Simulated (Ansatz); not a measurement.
Take TiN in the rock salt structure (space group Fm-3m, No. 225; a = 4.2474 Å; relaxed with 0.1 eV smearing) as the base.

Computed with PBE in Ansatz (plane waves to 420 eV, PAW, scalar-relativistic without spin-orbit coupling), earlier PAW set.

Base values:

| Property | Value |
|---|---|
| Pressure | 0.0 GPa |

The change: an isotropic linear strain of −4.26 %, atoms relaxed at fixed cell.

Question: What happens to the energy relative to the base?

Answer: The energy goes up by 155 meV/atom.

Question: Estimate the effect on the pressure.

Answer: The pressure goes from zero to 47.6 GPa.

Whether these cells are dynamically stable was not tested. The final runs are not spin-polarised. An odd electron count without spin: TiN.

Ansatz is a first-principles code.
